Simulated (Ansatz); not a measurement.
Start from Ga₂O₃ in the corundum structure (space group R-3c, No. 167; a = 5.000 Å, c = 13.449 Å (hexagonal axes)). Axes: x lies along a and z along c of the hexagonal cell.

Level of theory: DFT with PBEsol, PAW potentials and a 420 eV plane-wave cutoff in Ansatz (an electronic-structure program), no spin-orbit coupling.

Strains are applied to the cell and any free atomic positions relax.

One change was made to it. Results:

The shortest interatomic distance decreases by 0.012 Å, from 1.931 Å to 1.919 Å; the smallest direct gap increases by 0.17 eV (2.95 eV → 3.12 eV); the energy goes up by 5.4 meV/atom.

Task: Which change produced these results?
A) uniaxial strain ε_zz = −2.25 %
B) uniaxial strain ε_zz = −3.00 %
C) uniaxial strain ε_zz = −1.50 %
D) uniaxial strain ε_zz = −0.75 %

Result: A, uniaxial strain ε_zz = −2.25 %. For comparison, the energy relative to the base in the other runs: uniaxial strain ε_zz = −1.50 % gives +2.4 meV/atom; uniaxial strain ε_zz = −0.75 % gives +0.6 meV/atom; uniaxial strain ε_zz = −3.00 % gives +9.7 meV/atom.

No phonon test of stability was made.
